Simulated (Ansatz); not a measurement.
System: CsCl-type CuZn. Method: PBE in Ansatz (plane waves, PAW).

Numerical settings: plane-wave cutoff 520 eV, 16×16×16 k mesh, Fermi–Dirac smearing 0.1 eV, perturbation theory, no spin polarisation, scalar-relativistic PAW data made under PBE.

Cell (relaxed at this level):

```
CELL_PARAMETERS angstrom
      2.96410     0.00000     0.00000
      0.00000     2.96410     0.00000
      0.00000     0.00000     2.96410
ATOMIC_POSITIONS crystal
  Zn 0.50000 0.50000 0.50000
  Cu 0.00000 0.00000 0.00000
```

Problem. Give the computed TO(Γ) frequency.

Solution. 
- TO(Γ) frequency = 193 cm⁻¹

Ansatz is a quantum-chemistry and plane-wave program.
